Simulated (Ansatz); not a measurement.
This concerns the energy of the reaction as written. Reaction: 2 cell B → cell A. Negative: the products are lower in energy.

Cell A: a sheet of composition Be2, 2 atoms, hexagonal cell of 2.17 Å (4.1 Å²), symmetry P-3m1, 1.9 Å thick under 15 Å of vacuum, in-plane vectors relaxed; planes from bottom to top: Be × 2; a model cell; spin state with PBE: run without spin, k-point mesh 24×24×1.
```yaml
crystal:
  lattice:
    - [2.16570, 0.00000, 0.00000]
    - [-1.08285, 1.87555, 0.00000]
    - [0.00000, 0.00000, 16.71150]
  atoms:
    - { symbol: Be, position: [0.33333, 0.66667, 0.55693] }
    - { symbol: Be, position: [0.66667, 0.33333, 0.44307] }
```

Cell B: a sheet of composition Be, 1 atom, hexagonal cell of 2.13 Å (3.9 Å²), symmetry P6/mmm, 0.0 Å thick under 16 Å of vacuum, in-plane vectors relaxed; planes from bottom to top: Be; a model cell; spin state with PBE: run without spin, k-point mesh 36×36×1.
```
Be
1.0
    2.13022     0.00000     0.00000
   -1.06511     1.84482     0.00000
    0.00000     0.00000    16.00000
Be
1
Direct
  0.00000   0.00000   0.50000
```

Computed with Ansatz (plane waves, PAW), its PAW set soft_1, cutoff 420 eV, 500 eV for r2SCAN. The structures are at rest with PBE; other levels are single points on them. Neutral cells; Fermi-Dirac smearing of at most 0.10 eV in the solids, energies taken to zero width. The lattices are those relaxed with PBE, so at other levels the solids can be strained, which adds to the spread. A dispersion term (D3(BJ), or D4 for r2SCAN) was computed beside these levels and is taken off wherever the name lacks it. Static lattices, no vibrational contributions. Cell A has symmetry P-3m1 and got no random move, so less symmetric positions, which may lie lower, weren't tried. Cell B has symmetry P6/mmm and got no random move, so less symmetric positions, which may lie lower, weren't tried.

Give the value at the level r2SCAN.

-0.74 eV, for 2 cell B → cell A.

List the value at the remaining levels and say how far they part.


| Functional | value (eV) | less r2SCAN |
|---|---|---|
| PBE | -0.71 | 0.03 |

The levels span only 0.03 eV, too little to tell them apart.

Ansatz is a first-principles code.
